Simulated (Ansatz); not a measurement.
The parent structure is BP in the zinc blende structure (space group F-43m, No. 216; a = 4.4905 Å). Axes: x, y, z lie along the cube axes.

Method: plane-wave PAW DFT at the LDA level (Ansatz, a first-principles code, 420 eV), without spin-orbit coupling.

Base values:

- Shortest interatomic distance: 1.944 Å
- Band gap: 1.14 eV
- Valence-band top at Γ: 0.00, 0.00, 0.00 eV

It is then changed as follows: biaxial strain −2.50 %, plane normal [111], relaxed out of plane (Cartesian); in-plane vectors clamped, the third vector and the atoms free.

Question: Predict the new ratio −ε⊥/ε∥.

Answer: The ratio −ε⊥/ε∥ amounts to 0.23.

Question: Estimate the effect on the shortest interatomic distance.

Answer: The shortest interatomic distance falls by 0.036 Å (1.944 Å → 1.908 Å).

Question: Estimate the effect on the band gap.

Answer: The band gap falls by 0.236 eV, from 1.14 eV to 0.91 eV.

Question: What does the calculation give for the valence-band top at Γ after the change?

Answer: The valence-band top at Γ (three highest levels, from the VBM) changes from 0.00, 0.00, 0.00 eV to 0.00, 0.00, -0.35 eV.

Stability against distortions was not tested.
